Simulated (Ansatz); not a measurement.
Results of PBEsol (PAW; Ansatz, a program for electronic structure) for fluorite CoSi₂.

Numerical settings: plane-wave cutoff 560 eV, 14×14×14 k mesh, Fermi–Dirac smearing 0.1 eV, perturbation theory, no spin polarisation, scalar-relativistic PAW data made under PBE.

Computed at the level's own relaxed cell.

Harmonic phonon frequencies (cm⁻¹; i marks an imaginary mode):

```csv
q point,frequencies
Γ,0 0 0 343 343 343 343 343 343
X,191 191 265 276 276 293 388 390 390
L,119 119 308 322 322 349 360 367 367
```

No imaginary mode appears at these points.
